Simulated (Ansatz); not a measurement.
Base system: InSb in the zinc blende structure (space group F-43m, No. 216; a = 6.519 Å).

Computed with DFT with PBEsol, PAW potentials and a 420 eV plane-wave cutoff in Ansatz (a quantum-chemistry and plane-wave program), scalar-relativistic without spin-orbit coupling.

Before the change:

```
Item        Value
--------  -------
Pressure  0.0 GPa
```

One thing is altered: every lattice vector is shortened by 2.50 %, atoms relaxed at fixed cell.

### Question
Estimate the effect on the pressure and energy relative to the base.

### Answer
The pressure goes from zero to 3.9 GPa; the energy rises by 29 meV/atom.

The cells carry an imposed strain or load. Whether these cells are dynamically stable was not tested. The final runs are not spin-polarised.
